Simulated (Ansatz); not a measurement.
# Effect of pressure 0.3 GPa on AlNi

Take AlNi in the CsCl type structure (space group Pm-3m, No. 221; a = 2.893 Å; non-magnetic) as the base.

Perturbation: cell and atoms relaxed at a pressure of 0.3 GPa.

The values are results of plane-wave PAW DFT at the PBE level (Ansatz, a first-principles code, 420 eV), without spin-orbit coupling, earlier PAW set, not measurements. k-mesh 16×16×16 (Γ-centred); smearing 0.05 eV (Fermi–Dirac).

| quantity | base | changed | shift |
|---|---|---|---|
| volume per atom | 12.10 Å³ | 12.08 Å³ | -0.02 Å³ |
| density | 5.88 g/cm³ | 5.89 g/cm³ | +0.01 g/cm³ |
| shortest interatomic distance | 2.505 Å | 2.504 Å | -0.0016 Å |
| band gap | zero | zero | – |

Final structure:

```
CELL_PARAMETERS angstrom
      2.89084     0.00000     0.00000
      0.00000     2.89084     0.00000
      0.00000     0.00000     2.89084
ATOMIC_POSITIONS crystal
  Al 0.00000 0.00000 0.00000
  Ni 0.50000 0.50000 0.50000
```

Load acts through the strain it causes; cell and atoms are relaxed under it. Whether these cells are dynamically stable was not tested. Seeded moments were not kept for the base. All final runs are without spin polarisation.
